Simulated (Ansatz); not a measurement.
The complex N on the O site + O vacancy in monoclinic HfO2 (the O(2,4-fold) site; O(1,3-fold) 2.55 Å away) and its isolated parts, with the Fermi level 2.00 eV above the valence-band maximum, each in its stable bound charge state.

The numbers are results of PBE, PAW (plane waves to 420 eV; Ansatz, a quantum-chemistry and plane-wave program), not measurements. Details: 96-site cell; 2×2×2 shifted k-points; host gap 4.04 eV; charged states image-corrected; no spin–orbit coupling; finite-size errors of tenths of an eV; flagged in the runs: for some of the defects a host whose relaxation on this sampling wasn't shown to rest, a strain field that reaches the edge of the cell.

```tsv
defect	charge	E_f, elements as references (eV)
N on the O site [the O(2,4-fold) site]	−1	3.94
O vacancy (broken-bond start) [the O(1,3-fold) site; a neighbour pushed 0.95 Å away from the vacancy]	+2	4.72
N on the O site + O vacancy [the O(2,4-fold) site; O(1,3-fold) 2.55 Å away]	+1	7.82
```

Binding energy, the parts less the complex: 3.94 + 4.72 − (7.82) = 0.84 eV, bound.
